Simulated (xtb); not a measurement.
xtb 6.7.1, GFN1-xTB: Cc1cc2cc3sc(-c4ccc5ccccc5c4)cc3cc2s1, 37 atoms. The geometry is a generated start, not checked to be a minimum at this level.

| Property | Value |
|---|---|
| method | GFN1-xTB |
| --acc | 1 (default) |
| --etemp (K) | 300 (default) |
| detailed input (--input) | none: ANC optimiser, Lindh (1995) Hessian, microcycle=20, maxdispl=1.0, hlow=0.01 (default) |
| basis functions | 132 |
| valence electrons | 110 |

The structure is relaxed from this start with --opt LEVEL for the levels crude, sloppy, loose, lax, normal, tight, vtight, extreme, once each. Up to the end of the extreme run atoms move by at most 1.2 Å along an axis.

**Question.** Choose the cheapest level whose final energy lies within 5 meV of that of extreme.

**Answer.** normal: 39 cycles against 99, ending 2.1 meV above.

```
level    cycles  energy above the extreme run (meV)  gradient norm (eV/Å)
-------  ------  ----------------------------------  --------------------
crude         4                                  53                  0.32
sloppy        6                                  47                  0.17
loose        21                                  11                 0.100
lax          22                                  11                 0.034
normal       39                                 2.1                 0.038
tight        51                                0.85                0.0061
vtight       80                                0.10                0.0021
extreme      99                                   —                0.0017
```
